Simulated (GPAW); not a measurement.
A self-consistent single point of CdS (P6_3mc, 4 atoms in the cell) with GPAW.

Level of theory: PBE, GPAW PAW datasets PBE (gpaw-data 1.0.1) (plane waves; GPAW).

The change in words: lattice scaled by 0.985; ecut: 600 eV → 360 eV. Reference geometry:
```yaml
crystal:
  lattice:
    - [4.16884, 0.00000, 0.00000]
    - [-2.08442, 3.61032, 0.00000]
    - [0.00000, 0.00000, 6.77962]
  atoms:
    - { symbol: Cd, position: [0.66667, 0.33333, 0.50022] }
    - { symbol: Cd, position: [0.33333, 0.66667, 0.00022] }
    - { symbol: S, position: [0.66667, 0.33333, 0.87678] }
    - { symbol: S, position: [0.33333, 0.66667, 0.37678] }
```

Reference input (self-consistent single point, DFT PBE, plane waves, GPAW PAW datasets PBE (gpaw-data 1.0.1)): mode = pw; ecut = 600 eV; xc = PBE; kpts = 9 9 5; mesh shift (steps) = 0 0 0; occupations.name = fermi-dirac; occupations.width = 0 eV; nbands = -4; convergence.density = 1e-05 e/electron; convergence.energy = 1e-05 eV/electron; convergence.bands = -2; symmetry.symmorphic = false. This run's input differs from it in these lines:

```diff
@@ -5,5 +5,5 @@
 atoms = Atoms(['Cd', 'Cd', 'S', 'S'],
-              cell=[[4.168840, 0.000000, 0.000000],
-                    [-2.084420, 3.610321, 0.000000],
-                    [0.000000, 0.000000, 6.779620]],
+              cell=[[4.106307, 0.000000, 0.000000],
+                    [-2.053154, 3.556166, 0.000000],
+                    [0.000000, 0.000000, 6.677926]],
               scaled_positions=[[0.666667, 0.333333, 0.500220],
@@ -14,3 +14,3 @@
 
-calc = GPAW(mode=PW(600),
+calc = GPAW(mode=PW(360),
             xc='PBE',
```

Log, with long lists cut:

```
     iter     time        total  log10-change:
                         energy   eigst   dens
iter:   1 --:--:--   -13.174579   +0.14
iter:   2 --:--:--   -12.975970   -0.88  -1.12
iter:   3 --:--:--   -12.185208   -1.03  -1.16
iter:   4 --:--:--   -12.184446   -2.09  -1.55
iter:   5 --:--:--   -12.310621   -1.91  -1.57
iter:   6 --:--:--   -12.174192   -2.14  -1.86
iter:   7 --:--:--   -12.172390   -3.26  -2.65
iter:   8 --:--:--   -12.170781   -3.30  -2.80
iter:   9 --:--:--   -12.171079   -4.20  -3.22
iter:  10 --:--:--   -12.170899c  -4.91  -3.17
iter:  11 --:--:--   -12.170824c  -5.31  -3.25
iter:  12 --:--:--   -12.170595c  -4.67  -3.37
iter:  13 --:--:--   -12.170597c  -5.94  -4.03
iter:  14 --:--:--   -12.170593c  -5.82  -4.06
   [... 2 lines left out ...]
iter:  17 --:--:--   -12.170593c  -6.11  -4.11
iter:  18 --:--:--   -12.170593c  -7.27  -4.49
iter:  19 --:--:--   -12.170595c  -6.38  -4.50
iter:  20 --:--:--   -12.170592c  -6.77  -4.43
iter:  21 --:--:--   -12.170592c  -8.15c -5.22c
Converged after 21 iterations.

Dipole moment: (-0.000000, 0.000000, 3.170388) |e|*Ang

Energy contributions relative to reference atoms: (reference = -326061.476468)

Kinetic:        +43.831980
Potential:      -39.509487
External:        +0.000000
XC:             -17.165894
Entropy (-ST):   +0.000000
Local:           +0.672809
SIC:             +0.000000
--------------------------
Free energy:    -12.170592
Extrapolated:   -12.170592

Showing only first 2 kpts
 Kpt  Band  Eigenvalues  Occupancy
  0    16      3.79536    2.00000
  0    17      3.79538    2.00000
  0    18      5.03312    0.00000
  0    19      6.58973    0.00000

  1    16      3.71387    2.00000
  1    17      3.71389    2.00000
  1    18      5.69479    0.00000
  1    19      6.64206    0.00000

Fermi level: 4.41425

Gap: 1.238 eV
Transition (v -> c):
   [... lines left out ...]
Energy (eV): -12.170592

Forces in eV/Ang:
  0 Cd    0.00000    0.00000   -0.00055
  1 Cd   -0.00000   -0.00000   -0.00055
  2 S     0.00000   -0.00000    0.00111
  3 S     0.00000    0.00000    0.00111

Stress tensor:
    -0.006394    -0.000000     0.000000
    -0.000000    -0.006394    -0.000000
     0.000000    -0.000000    -0.006895
Stress (GPa, Voigt): [-1.0244 -1.0244 -1.1047 -0.      0.     -0.    ]
```

The run converged in 21 iterations. GPAW prints stress with tension positive. Against the reference run the free energy rises by 131 meV/atom, the largest force moves little (0.003 to 0.001 eV/Å) and the gap on the mesh goes from 1.143 to 1.238 eV.

At such cutoffs GPAW's stress carries a finite-basis (Pulay) error, which enters relaxed cells too; its log prints stress with tension positive.

The starting cell comes from a database of computed structures (which also holds hypothetical and non-ambient phases and stackings), without a prior relaxation at this level. For this run, on top of that: lattice scaled by 0.985.
